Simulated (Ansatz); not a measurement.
## Re under a change: Re → Ni

Take Re in the hcp (Mg type) structure (space group P6_3/mmc, No. 194; a = 2.7579 Å, c = 4.4628 Å) as the base.

Modification: every Re is replaced by Ni, then cell and atoms are relaxed.

The values are results of Ansatz (a program for electronic structure) r2SCAN, without spin-orbit coupling, not measurements. Γ-centred 22×22×12 mesh, Fermi–Dirac width 0.05 eV, for the changed cell.

| quantity | base | changed | shift |
|---|---|---|---|
| volume per atom | 14.70 Å³ | 10.54 Å³ | -4.16 Å³ |
| density | 21.04 g/cm³ | 9.24 g/cm³ | -11.792 g/cm³ |
| lattice parameter a | 2.758 Å | 2.446 Å | -0.312 Å |
| c/a ratio | 1.618 | 1.664 | +0.046 |
| shortest interatomic distance | 2.741 Å | 2.446 Å | -0.295 Å |
| band gap | zero | zero | – |
| magnetic state | not spin-polarised | ferromagnetic | – |
| largest site moment | 0.00 μB | 0.78 μB | +0.78 μB |

The magnetic state is the one reached from the starting moments; the real material's order can differ, and small cells can't hold many antiferromagnetic ones. Whether these cells are dynamically stable was not tested. Spin-polarised in the final run: Ni; the other runs are not. This is not the structure that Ni has at room temperature and ambient pressure.
